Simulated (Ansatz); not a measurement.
This concerns the energy of configuration A over configuration B. The value is E(A) − E(B).

Cell A: a slab of TiAl (P4/mmm) cut along (101), 29 atoms, rectangular cell of 4.96 × 5.65 Å (28.0 Å²), symmetry Pm, 15.1 Å thick under 16 Å of vacuum, in-plane vectors held at the crystal's; planes from bottom to top: Ti2Al2 × 7 | O; added, foreign or displaced atoms, above the top plane: O bound to 1 Ti at 1.89 Å and 2 Al at 1.92 Å; spin state with PBE: run without spin, k-point mesh 9×8×1.
```
CELL_PARAMETERS angstrom
      4.95755     0.00000     0.00000
      0.00000     5.64762     0.00000
      0.00000     0.00000    31.07831
ATOMIC_POSITIONS crystal
  Ti 0.48630 0.25000 0.26005
  Al 0.98988 0.99992 0.25517
  Ti 0.80537 0.25000 0.33218
  Al 0.30451 0.00014 0.33177
  Ti 0.12597 0.25000 0.40681
  Al 0.62765 0.99950 0.40679
  Ti 0.45137 0.25000 0.48081
  Al 0.94863 0.00029 0.48133
  Ti 0.76201 0.25000 0.55674
  Al 0.27010 0.99801 0.55586
  Ti 0.09790 0.25000 0.62799
  Al 0.59168 0.00293 0.63087
  Ti 0.36819 0.25000 0.70570
  Al 0.88855 0.99720 0.70947
  Ti 0.48720 0.75000 0.25987
  Al 0.98988 0.50008 0.25517
  Ti 0.80383 0.75000 0.33250
  Al 0.30451 0.49986 0.33177
  Ti 0.12913 0.75000 0.40629
  Al 0.62765 0.50050 0.40679
  Ti 0.44557 0.75000 0.48195
  Al 0.94863 0.49971 0.48133
  Ti 0.77726 0.75000 0.55557
  Al 0.27010 0.50199 0.55586
  Ti 0.08266 0.75000 0.63260
  Al 0.59168 0.49707 0.63087
  Ti 0.42221 0.75000 0.70030
  Al 0.88855 0.50280 0.70947
  O  0.05757 0.25000 0.74075
```

Cell B: a slab of TiAl (P4/mmm) cut along (101), 29 atoms, rectangular cell of 4.96 × 5.65 Å (28.0 Å²), symmetry Pm, 15.0 Å thick under 16 Å of vacuum, in-plane vectors held at the crystal's; planes from bottom to top: Ti2Al2 × 7 | O, its two faces unlike (dipole correction applied); added, foreign or displaced atoms, above the top plane: O bound to 1 Al at 1.90 Å and 2 Ti at 1.93 Å; spin state with PBE: run without spin, k-point mesh 9×8×1.
```yaml
crystal:
  lattice:
    - [4.95755, 0.00000, 0.00000]
    - [0.00000, 5.64762, 0.00000]
    - [0.00000, 0.00000, 31.07831]
  atoms:
    - { symbol: Ti, position: [0.48058, 0.25000, 0.26006] }
    - { symbol: Al, position: [0.98367, 0.00000, 0.25526] }
    - { symbol: Ti, position: [0.79852, 0.25002, 0.33245] }
    - { symbol: Al, position: [0.29840, 0.00000, 0.33187] }
    - { symbol: Ti, position: [0.12171, 0.24998, 0.40658] }
    - { symbol: Al, position: [0.62162, 0.00000, 0.40692] }
    - { symbol: Ti, position: [0.44228, 0.25002, 0.48160] }
    - { symbol: Al, position: [0.94296, 0.00000, 0.48137] }
    - { symbol: Ti, position: [0.76610, 0.24972, 0.55608] }
    - { symbol: Al, position: [0.26652, 0.00000, 0.55619] }
    - { symbol: Ti, position: [0.09065, 0.25111, 0.63029] }
    - { symbol: Al, position: [0.59228, 0.00000, 0.63149] }
    - { symbol: Ti, position: [0.41749, 0.24268, 0.70570] }
    - { symbol: Al, position: [0.91827, 0.00000, 0.70690] }
    - { symbol: Ti, position: [0.48058, 0.75000, 0.26006] }
    - { symbol: Al, position: [0.98371, 0.50000, 0.25527] }
    - { symbol: Ti, position: [0.79852, 0.74998, 0.33245] }
    - { symbol: Al, position: [0.29846, 0.50000, 0.33188] }
    - { symbol: Ti, position: [0.12171, 0.75002, 0.40658] }
    - { symbol: Al, position: [0.62157, 0.50000, 0.40691] }
    - { symbol: Ti, position: [0.44228, 0.74998, 0.48160] }
    - { symbol: Al, position: [0.94302, 0.50000, 0.48143] }
    - { symbol: Ti, position: [0.76610, 0.75028, 0.55608] }
    - { symbol: Al, position: [0.26625, 0.50000, 0.55597] }
    - { symbol: Ti, position: [0.09065, 0.74889, 0.63029] }
    - { symbol: Al, position: [0.59163, 0.50000, 0.63116] }
    - { symbol: Ti, position: [0.41749, 0.75732, 0.70570] }
    - { symbol: Al, position: [0.90476, 0.50000, 0.70522] }
    - { symbol: O, position: [0.24348, 0.00000, 0.73927] }
```

Plane-wave PAW calculations with Ansatz (a first-principles code), its PAW set soft_1, cutoff 420 eV, 500 eV for r2SCAN. The structures are at rest with PBE, within the held lattices; other levels are single points on them. Neutral cells; Fermi-Dirac smearing of at most 0.10 eV in the solids, energies taken to zero width. The lattices are those relaxed with PBE, so at other levels the solids can be strained, which adds to the spread. Larger cells are relaxed from a start prepared with the learned potential CHGNet till forces fall under 0.03 eV/Å, which some starts already meet. A dispersion term (D3(BJ), or D4 for r2SCAN) was computed beside these levels and is taken off wherever the name lacks it. Nuclei at rest; no vibrational terms. No structure search was made; lower ones may exist. Values are for these cell sizes. Cell A has symmetry Pm and got no random move, so less symmetric positions, which may lie lower, weren't tried. Cell B has symmetry Pm and got no random move, so less symmetric positions, which may lie lower, weren't tried.

Q: Give the value at the level r2SCAN.

A: 1.14 eV for A less B, so B lies lower.

Q: What do the other levels give, and how wide is the spread?

A: 
```json
[
 {"Method": "PBE", "value (eV)": "0.98", "less r2SCAN": "-0.16"}
]
```

The levels span 0.16 eV, from PBE (0.98) to r2SCAN (1.14).
